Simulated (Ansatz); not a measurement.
# Response to strain in TaSi2

The parent structure is TaSi2 (space group P6_222, No. 180; a = 4.8039 Å, c = 6.6042 Å). Axes: x lies along a and z along c of the hexagonal cell.

Strains are applied to the cell and any free atomic positions relax; under biaxial strain the out-of-plane vector relaxes too; under stress the whole cell relaxes.

The values are results of DFT with PBE, PAW potentials and a 420 eV plane-wave cutoff in Ansatz (a first-principles code), no SOC, earlier PAW set, not measurements.

Notes on the quantities. pressure: mean of the normal stresses, compression positive.

| change | volume per atom | pressure |
|---|---|---|
| base | 14.67 Å³ | 0.0 GPa |
| biaxial strain −1.10 %, plane normal [001], relaxed out of plane | 14.41 Å³ | 3.1 GPa |
| biaxial strain −1.05 %, plane normal [001], relaxed out of plane | 14.42 Å³ | 3.0 GPa |
| isotropic strain +4.72 % | 16.84 Å³ | -18.9 GPa |
| uniaxial strain ε_zz = +2.14 % | 14.98 Å³ | -4.1 GPa |
| uniaxial strain ε_zz = +3.12 % | 15.12 Å³ | -5.8 GPa |
| uniaxial stress, 5 GPa tension along z | 14.78 Å³ | – |

Without a gap, meshes like the base's 11×11×7 leave anisotropic stresses uncertain by several tenths of a GPa, and small strain energies with them. Stability under load was not tested beyond the relaxation. All final runs are without spin polarisation. An odd electron count without spin: TaSi2.
